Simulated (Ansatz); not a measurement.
Short convergence ladders for LuTlSe2 (R3m, 4 atoms in the cell)

```
CELL_PARAMETERS angstrom
      2.04566     1.18107     7.76154
     -2.04566     1.18107     7.76154
      0.00000    -2.36213     7.76154
ATOMIC_POSITIONS crystal
  Lu 0.00215 0.00215 0.00215
  Tl 0.50000 0.50000 0.50000
  Se 0.73314 0.73314 0.73314
  Se 0.26686 0.26686 0.26686
```

Base method: LDA (PW92), default PAW files made with PBE (plane waves; Ansatz, a quantum-chemistry and plane-wave program).

Base settings: basis.ecutwfc = 420 eV; kpoints.mp_grid.grid = 5 5 5; hamiltonian.xc = lda; hamiltonian.pseudopotentials = {kind: paw} (the program's default PAW files); scf.occupations.method = fixed.

The count of work is k-points × plane waves × bands × iterations; it is no time. Core times come from one kind of shared machine, to one figure; runs under 30 s give none.

**The cutoff for other potential files**

Level: DFT, LDA (PW92), plane waves, harder PAW files (source: ansatz) made with PBE.

In this ladder: hamiltonian.pseudopotentials = {kind: paw, source: ansatz}.

The second cell is the first with its lattice scaled by 0.98.

The mesh stays at the base's, so the ladder's end is converged at best in this setting alone.

The first pressure column holds Ansatz's estimate of the finite-basis (Pulay) stress, which hides part of the cutoff error; the other is without it.

Only quantities that move along the ladder and can be compared are tabulated.

```csv
basis.ecutwfc,free energy less the last step's (meV/atom),energy of the compressed cell less the first (meV/atom),pressure (GPa),pressure without the Pulay estimate (GPa),largest difference of a force vector from the last step's (eV/Å),count of work / last
305 eV,18411.50,-326.47,-13.33,-691.46,1.024,0.11
375 eV,2050.59,-25.75,-3.80,-94.94,0.083,0.15
475 eV,73.68,-24.62,-3.79,-8.65,0.007,0.21
580 eV,1.28,-24.69,-3.81,-3.89,0.000,0.27
680 eV,0.53,-24.71,-3.81,-3.82,0.000,0.35
815 eV,0.28,-24.70,-3.81,-3.82,0.000,0.47
1020 eV,0.10,-24.70,-3.81,-3.82,0.000,0.65
1360 eV,0.00,-24.70,-3.81,-3.81,0.000,1.0
```

Coarsest basis.ecutwfc that holds the energy of the compressed cell less the first within 0.5 meV/atom of the last step, with all finer ones: 475 eV, at 0.21 of the last step's count of work; the step before is off by 1.0 meV/atom.

Coarsest basis.ecutwfc that holds the pressure without the Pulay estimate within 1 GPa of the last step, with all finer ones: 580 eV, at 0.27 of the last step's count of work; the step before is off by 4.8 GPa.

Coarsest basis.ecutwfc that holds the pressure within 0.2 GPa of the last step, with all finer ones: 375 eV, at 0.15 of the last step's count of work; the step before is off by 9.5 GPa.

The energy difference between the two cells stays within 1 meV/atom of the last step's from 475 eV on, the total only from 680 eV on: much of the error is common to both cells and cancels.

At the lowest cutoff the pressure without the Pulay estimate lies 688 GPa under the last step's, the usual sign of Pulay stress in an incomplete plane-wave basis.

**The density cutoff**

The mesh stays at the base's, so the ladder's end is converged at best in this setting alone.

Only quantities that move along the ladder and can be compared are tabulated.

```csv
basis.ecutrho_ratio,free energy less the last step's (meV/atom),pressure (GPa)
2,-2.15,-3.72
3,-0.02,-3.83
4,-0.01,-3.83
5,0.00,-3.83
6,0.00,-3.83
8,0.00,-3.83
10,0.00,-3.83
12,0.00,-3.83
16,0.00,-3.83
```

Coarsest basis.ecutrho_ratio that holds the pressure within 0.05 GPa of the last step, with all finer ones: 3; the step before is off by 0.10 GPa.

Coarsest basis.ecutrho_ratio that holds the free energy within 1 meV/atom of the last step, with all finer ones: 3; the step before is off by 2.1 meV/atom.

**The relaxed cell against the cutoff**

On LuTlSe2 (R-3m, 4 atoms in the cell): atoms on their sites.

In this ladder: relax = cell and atoms.

The mesh stays at the base's, so the ladder's end is converged at best in this setting alone.

Only quantities that move along the ladder and can be compared are tabulated.

| basis.ecutwfc | relaxed volume (Å³/atom) | relaxation steps | core time / last (rough) |
|---|---|---|---|
| 210 eV | 26.059 | 59 | 1 |
| 250 eV | 25.873 | 42 | 1 |
| 295 eV | 25.827 | 13 | 0.5 |
| 355 eV | 25.801 | 6 | – |
| 420 eV | 25.781 | 6 | 0.4 |
| 505 eV | 25.777 | 6 | 0.6 |
| 630 eV | 25.776 | 6 | 0.8 |
| 840 eV | 25.776 | 6 | 1 |

Coarsest basis.ecutwfc that holds the relaxed volume within 0.129 Å³/atom of the last step, with all finer ones: 250 eV; the step before is off by 0.28 Å³/atom.

At the lowest cutoff the cell relaxes to a volume 1.1 % larger than at the highest. Ansatz relaxes on a stress corrected for the finite basis.

On the base run: the starting cell comes from a database of computed structures (which also holds hypothetical and non-ambient phases and stackings), without a prior relaxation at this level. Its lattice was rescaled by up to half a per cent. One atom was moved a little off its site on purpose.

Keys are those of Ansatz 0.2.
